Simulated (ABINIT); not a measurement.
# ABINIT run on LaZnGa (P6_3/mmc, 6 atoms in the cell): self-consistent single point

Computed with PBEsol, PAW (JTH v2.0 PBE PAW, files made for PBE) (plane waves; ABINIT).

This input was run:

```
# LaZnGa, JTH v2.0 PBE PAW
pp_dirpath "./"
pseudos "La.GGA_PBE-JTH.xml, Zn.GGA_PBE-JTH.xml, Ga.GGA_PBE-JTH.xml"
acell 3*1.0
rprim
         8.4887630532    0.0000000191    0.0000000000
        -4.2443815431    7.3514844412    0.0000000000
         0.0000000000    0.0000000000   15.2067773030
natom 6
ntypat 3
znucl 57 30 31
typat 1 1 2 2 3 3
xcart
         0.0000000000    0.0000000000    4.0235400000
         0.0000000000    0.0000000000    0.0000000000
        -0.0000000058    2.5934920251    6.0353100000
         2.2460299753    1.2967460176    2.0117700000
        -0.0000000058    2.5934920251    2.0117700000
         2.2460299753    1.2967460176    6.0353100000
      Angstrom
ecut 30
pawecutdg 60
pawxcdev 0
ixc -116133
occopt 7
tsmear 0.1 eV
nband 46
kptopt 1
ngkpt 6 6 3
nshiftk 1
shiftk 0 0 0
nstep 80
tolvrs 1.0e-10
prtwf 0
prtden 0
enunit 2
```

Log, with long lists cut:

```
 Symmetries : space group P6_3/m m c (#194); Bravais hP (primitive hexag.)

 -outvars: echo values of preprocessed input variables --------
            acell      1.0000000000E+00  1.0000000000E+00  1.0000000000E+00 Bohr
             ecut      3.00000000E+01 Hartree
           enunit           2
              ixc     -116133
         kptrlatt        6    0    0      0    6    0      0    0    3
          kptrlen      4.56203319E+01
            natom           6
            nband          46
            ngfft          45      45      80
          ngfftdg          60      60     108
             nkpt          14
            nstep          80
             nsym          24
           ntypat           3
           occopt           7
        pawecutdg      6.00000000E+01 Hartree
         pawxcdev           0
            rprim      8.4887630532E+00  1.9100000000E-08  0.0000000000E+00
                      -4.2443815431E+00  7.3514844412E+00  0.0000000000E+00
                       0.0000000000E+00  0.0000000000E+00  1.5206777303E+01
          spgroup         194
           tolvrs      1.00000000E-10
           tsmear      3.67493254E-03 Hartree
            typat      1  1  2  2  3  3
           useylm           1
             xred      0.0000000000E+00  0.0000000000E+00  5.0000000109E-01
                       0.0000000000E+00  0.0000000000E+00  1.0919703475E-09
                       3.3333333333E-01  6.6666666667E-01  7.5000000109E-01
                       6.6666666667E-01  3.3333333333E-01  2.5000000109E-01
                       3.3333333333E-01  6.6666666667E-01  2.5000000109E-01
                       6.6666666667E-01  3.3333333333E-01  7.5000000109E-01
            znucl       57.00000   30.00000   31.00000

== DATASET  1 ==================================================================

 Real(R)+Recip(G) space primitive vectors, cartesian coordinates (Bohr,Bohr^-1):
 R(1)=  8.4887631  0.0000000  0.0000000  G(1)=  0.1178028  0.0680135  0.0000000
 R(2)= -4.2443815  7.3514844  0.0000000  G(2)= -0.0000000  0.1360269  0.0000000
 R(3)=  0.0000000  0.0000000 15.2067773  G(3)=  0.0000000  0.0000000  0.0657602
 Unit cell volume ucvol=  9.4897908E+02 bohr^3
 Angles (23,13,12)=  9.00000000E+01  9.00000000E+01  1.20000000E+02 degrees

 Coarse grid specifications (used for wave-functions):

 getcut: wavevector=  0.0000  0.0000  0.0000  ngfft=  45  45  80
         ecut(hartree)=     30.000   => boxcut(ratio)=   2.10224

 Fine grid specifications (used for densities):

 getcut: wavevector=  0.0000  0.0000  0.0000  ngfft=  60  60 108
         ecut(hartree)=     60.000   => boxcut(ratio)=   2.02706

   1.37395623E+04                                ecore*ucvol(ha*bohr**3)

_setup2: Arith. and geom. avg. npw (full set) are    7452.213    7452.190

--- !BeginCycle
solver: {iscf: 17, nstep: 80, nline: 4, wfoptalg: 10, }
tolerances: {tolvrs: 1.00E-10, }
...

     iter   Etot(hartree)      deltaE(h)  residm     nres2
 ETOT  1  -347.14432602399    -3.471E+02 2.504E+00 2.285E+02
 ETOT  2  -351.80761679056    -4.663E+00 4.808E-01 1.747E+02
 ETOT  3  -351.11653716145     6.911E-01 8.980E-01 6.836E+01
 ETOT  4  -351.07440696465     4.213E-02 6.849E-02 3.536E+01
 ETOT  5  -351.01169875649     6.271E-02 8.934E-03 2.337E+01
 ETOT  6  -350.89505343938     1.166E-01 1.957E-02 3.091E+00
   [... 14 lines left out ...]
 ETOT 21  -350.88847146729    -4.769E-11 3.074E-04 9.625E-09
 ETOT 22  -350.88847146727     1.489E-11 5.089E-05 5.059E-09
 ETOT 23  -350.88847146726     6.878E-12 9.702E-05 3.120E-09
 ETOT 24  -350.88847146725     9.436E-12 7.324E-05 5.458E-10
 ETOT 25  -350.88847146725     1.705E-12 1.137E-04 7.474E-11

 At SCF step   25       nres2   =  7.47E-11 < tolvrs=  1.00E-10 =>converged.

 Cartesian components of stress tensor (hartree/bohr^3)
  sigma(1 1)=  7.66015644E-05  sigma(3 2)=  0.00000000E+00
  sigma(2 2)=  7.66015646E-05  sigma(3 1)=  0.00000000E+00
  sigma(3 3)=  9.35250264E-05  sigma(2 1)= -8.56933294E-14

 ----iterations are completed or convergence reached----

 reduced coordinates (array xred) for    6 atoms
       0.000000000000      0.000000000000      0.500000001092
       0.000000000000      0.000000000000      0.000000001092
       0.333333333333      0.666666666667      0.750000001092
       0.666666666667      0.333333333333      0.250000001092
       0.333333333333      0.666666666667      0.250000001092
       0.666666666667      0.333333333333      0.750000001092
 cartesian forces (eV/Angstrom) at end:
    1     -0.00000000000000     0.00000000000000    -0.00000000000000
    2     -0.00000000000000     0.00000000000000    -0.00000000000000
    3     -0.00000000000000    -0.00000000000000    -0.00000000000000
    4     -0.00000000000000    -0.00000000000000    -0.00000000000000
    5      0.00000000000000    -0.00000000000000    -0.00000000000000
    6     -0.00000000000000     0.00000000000000    -0.00000000000000
 frms,max,avg= 4.3942344E-28 1.3365613E-27   0.000E+00  0.000E+00  0.000E+00 e/A
 length scales=  1.000000000000  1.000000000000  1.000000000000 bohr
              =  0.529177208590  0.529177208590  0.529177208590 angstroms
 Fermi (or HOMO) energy (hartree) =   0.19961   Average Vxc (hartree)=  -0.37556
 Eigenvalues (hartree) for nkpt=  14  k points:
 kpt#   1, nband= 46, wtk=  0.00926, kpt=  0.0000  0.0000  0.0000 (reduced coord)
  -0.99495   -0.99378   -0.40976   -0.39290   -0.39290   -0.39085   -0.39085   -0.39012
  -0.31862   -0.31862   -0.31854   -0.31834   -0.31834   -0.31816   -0.31773   -0.31773
  -0.31736   -0.31736   -0.09694   -0.06697   -0.05944   -0.05944   -0.05736   -0.05736
  -0.05652   -0.05652   -0.05433   -0.05433   -0.05295   -0.02168    0.08594    0.17459
   0.17459    0.19838    0.22128    0.22852    0.22852    0.22914    0.22914    0.24187
   0.26353    0.26353    0.26359    0.27228    0.27228    0.27631
      occupation numbers for kpt#   1
   2.00000    2.00000    2.00000    2.00000    2.00000    2.00000    2.00000    2.00000
   2.00000    2.00000    2.00000    2.00000    2.00000    2.00000    2.00000    2.00000
   2.00000    2.00000    2.00000    2.00000    2.00000    2.00000    2.00000    2.00000
   2.00000    2.00000    2.00000    2.00000    2.00000    2.00000    2.00000    2.00000
   2.00000    1.36509    0.00000    0.00000    0.00000    0.00000    0.00000    0.00000
   0.00000    0.00000    0.00000    0.00000    0.00000    0.00000
 prteigrs : prtvol=0 or 1, do not print more k-points.

 Fermi (or HOMO) energy (eV) =   5.43178   Average Vxc (eV)= -10.21955
 Eigenvalues (   eV  ) for nkpt=  14  k points:
 kpt#   1, nband= 46, wtk=  0.00926, kpt=  0.0000  0.0000  0.0000 (reduced coord)
 -27.07391  -27.04223  -11.15017  -10.69144  -10.69144  -10.63561  -10.63561  -10.61569
  -8.67016   -8.67016   -8.66793   -8.66246   -8.66246   -8.65762   -8.64588   -8.64588
  -8.63571   -8.63571   -2.63777   -1.82243   -1.61732   -1.61732   -1.56093   -1.56093
  -1.53809   -1.53809   -1.47826   -1.47826   -1.44093   -0.59002    2.33856    4.75077
   4.75077    5.39820    6.02130    6.21833    6.21833    6.23517    6.23517    6.58171
   7.17095    7.17095    7.17270    7.40902    7.40902    7.51880
 prteigrs : prtvol=0 or 1, do not print more k-points.

--- !EnergyTerms
comment             : Components of total free energy in Hartree
kinetic             :  4.25142482526745E+01
hartree             :  9.38548723300631E+01
xc                  : -2.76060493353282E+01
Ewald energy        : -2.25232219018299E+02
psp_core            :  1.44782562455208E+01
local_psp           : -2.83334914304502E+02
spherical_terms     :  3.44378432615922E+01
internal            : -3.50887962568278E+02
'-kT*entropy'       : -5.13812093977196E-04
total_energy        : -3.50888476380372E+02
total_energy_eV     : -9.54816102283685E+03
...

-Cartesian components of stress tensor (GPa)         [Pressure= -2.4197E+00 GPa]
- sigma(1 1)=  2.25369546E+00  sigma(3 2)=  0.00000000E+00
- sigma(2 2)=  2.25369546E+00  sigma(3 1)=  0.00000000E+00
- sigma(3 3)=  2.75160081E+00  sigma(2 1)= -2.52118437E-09

 Calculation completed.
```

The run converged in 25 iterations.

The starting cell comes from a database of computed structures (which also holds hypothetical and non-ambient phases and stackings), without a prior relaxation at this level. The potentials were made for another functional than the one used.

Cost on one core of a shared machine: roughly 7 min.
